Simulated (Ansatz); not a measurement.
Take TiC in the rock salt structure (space group Fm-3m, No. 225; a = 4.3278 Å; relaxed with 0.1 eV smearing) as the base.

Calculations: Ansatz (a first-principles code), r2SCAN, PAW, cutoff 500 eV, no spin-orbit coupling.

Strains are applied to the cell and any free atomic positions relax.

One change was made to it. Results:

The pressure goes from zero to 4.1 GPa; the energy rises by 1.9 meV/atom.

Task: What was done to the base?
(A) isotropic strain −3.00 %
(B) isotropic strain −0.50 %
(C) isotropic strain −2.50 %
(D) isotropic strain −1.50 %

Result: B, isotropic strain −0.50 %. For comparison, the energy relative to the base in the other runs: isotropic strain −2.50 % gives +50 meV/atom; isotropic strain −1.50 % gives +18 meV/atom; isotropic strain −3.00 % gives +74 meV/atom.

Stability against distortions was not tested. All final runs are without spin polarisation.
